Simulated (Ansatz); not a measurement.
# Hypothetical CsCl type NaI, response to strain

Take NaI in the CsCl type structure (space group Pm-3m, No. 221; a = 4.062 Å; a hypothetical phase, not in the database extracts checked) as the base. Axes: x, y, z lie along the cube axes.

Strains are applied to the cell and any free atomic positions relax; under biaxial strain the out-of-plane vector relaxes too; under stress the whole cell relaxes.

Computed with PBE, PAW, 420 eV (Ansatz, a quantum-chemistry and plane-wave program; no spin-orbit coupling).

Notes on the quantities. pressure: mean of the normal stresses, compression positive; energy relative to the base: free energy F.

| change | pressure | volume per atom | smallest direct gap | energy relative to the base |
|---|---|---|---|---|
| base | 0.00 GPa | 33.51 Å³ | 2.82 eV | 0 meV/atom |
| biaxial strain +1.23 %, plane normal [001], relaxed out of plane | -0.37 GPa | 34.33 Å³ | 2.77 eV | +1.5 meV/atom |
| biaxial strain +1.56 %, plane normal [001], relaxed out of plane | -0.46 GPa | 34.56 Å³ | 2.73 eV | +2.3 meV/atom |
| biaxial strain −4.90 %, plane normal [111], relaxed out of plane | -1.56 GPa | 39.37 Å³ | – | -33 meV/atom |
| isotropic strain +0.72 % | -0.33 GPa | 34.24 Å³ | 2.85 eV | +0.8 meV/atom |
| isotropic strain +1.29 % | -0.57 GPa | 34.83 Å³ | 2.81 eV | +2.4 meV/atom |
| uniaxial strain ε_yy = +1.49 % | -0.23 GPa | 34.01 Å³ | 2.80 eV | +1.1 meV/atom |
| uniaxial strain ε_zz = −0.80 % | 0.14 GPa | 33.24 Å³ | 2.75 eV | +0.3 meV/atom |
| uniaxial stress, 2 GPa compression along z | – | 32.37 Å³ | 2.46 eV | +7.3 meV/atom |
| uniaxial stress, 0.5 GPa tension along x | – | 33.88 Å³ | 2.80 eV | +0.6 meV/atom |

With I present, leaving out spin-orbit coupling can change the band edges. Beyond what the load breaks, stability against distortions was not tested. Under biaxial strain −4.90 %, plane normal [111], relaxed out of plane the cell ends below the base's energy or with stress of the wrong sign: the atoms slid into a distortion or the cell is elastically unstable, so the base is not a stable minimum at this level.
